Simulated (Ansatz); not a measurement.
# Worked sum: energy of one form of BN over another

This concerns the energy of one form of BN over another. The value is E(A) − E(B), in meV per atom.

A: BN (zinc blende, F-43m), 2 atoms in the cell. Conventional cell: a = b = c = 3.6247 Å, α = β = γ = 90.00°.

B: BN (wurtzite, P6₃mc), 4 atoms in the cell. Conventional cell: a = b = 2.555 Å, c = 4.225 Å, α = β = 90.00°, γ = 120.00°.

Method: Ansatz (an electronic-structure program), PAW, neutral cells at 0 K with nuclei at rest, on structures from PBE. Ansatz runs with its default PAW set. Other levels take these structures. The lattices are those relaxed with PBE, so at other levels the solids can be strained, which adds to the spread. A dispersion term (D3(BJ), or D4 for r2SCAN) was computed beside these levels and is taken off wherever the name lacks it.

Total energies of the cells in eV, at zero smearing width. They compare only within one column; the weights balance every element.

```
cell                 atoms  weight          PBE       PBEsol
-------------------  -----  ------  -----------  -----------
A: BN (zinc blende)      2      +2   -542.27586   -533.83300
B: BN (wurtzite)         4      −1  -1084.48291  -1067.59840
```

PBE: 2 × (-542.27586) − (-1084.48291) = -0.069 eV; dividing by 4 atoms gives -17 meV/atom.

PBEsol: 2 × (-533.83300) − (-1067.59840) = -0.068 eV; dividing by 4 atoms gives -17 meV/atom.

What follows from the PBE value: Against the thermal energy at 300 K, k_BT = 25.9 meV, the difference of 17.2 meV per atom is 0.66 k_BT. To turn the order at 1000 K, where k_BT = 86.2 meV, the higher one would need 0.20 k_B per atom more entropy.
